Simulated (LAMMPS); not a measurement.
LAMMPS 22 Jul 2025, classical MD, Stillinger-Weber (Si.sw): a series of growing systems, each on 32 ranks.

| Quantity | Value |
|---|---|
| task | MD, nve |
| potential | Stillinger-Weber, Si.sw |
| shape (slab and sphere leave vacuum in the box) | bulk |
| temperature | 300 K |
| steps | 1000 |
| timestep | 1 fs |
| neighbor skin | 2 Å |
| neigh_modify | every 1 delay 0 check yes |
| thermo | 100 |
| newton | on (default) |
| atom_modify sort (bins of 2 Å where set) | 1000 (default) |
| comm_style | brick (default) |

It runs on a single node (Arm Neoverse V2, 96 cores on 1 socket, no SMT, 1 L3 cache group).

Each time is the median wall time of two to five repeats, run one at a time on the otherwise empty machine; start-up is included. Unless noted, each process is bound to its own block of adjacent cores. The times hold for this build (PyPI wheel: MPICH, OPENMP and OPT packages). Scratch files lie in a memory file system. A preparatory run goes ahead and isn't timed.

Measured:

```
system          replicate  neighbour list builds  wall time  peak memory
--------------  ---------  ---------------------  ---------  -----------
Si, 216 atoms       3×3×3                      0     0.20 s     0.44 GiB
Si, 1000 atoms      5×5×5                      0     0.21 s     0.45 GiB
```

Still to run:

```tsv
system	replicate
Si, 8000 atoms	10×10×10
Si, 64000 atoms	20×20×20
```

Problem. How long do the larger ones take, and how steeply does the time grow?

Solution. The two largest measured give a power of ln(0.21/0.20) / ln(1000/216) = 0.03 in the count of atoms; the table sets what it predicts beside the runs.

```tsv
system	time by that power	neighbour list builds	wall time	peak memory
Si, 8000 atoms	0.22 s	0	0.42 s	0.45 GiB
Si, 64000 atoms	0.24 s	0	2.1 s	0.47 GiB
```

From the smallest system to the largest the time grows as the power 0.4 of the count of atoms; from step to step the powers are 0.0, 0.3, 0.8. In the smallest, launch, exit and the like take 0.15 s of the 0.20 s. The largest part is start and exit outside the program's clock (78 %) in the smallest system and pair forces (Pair) (85 %) in the largest.
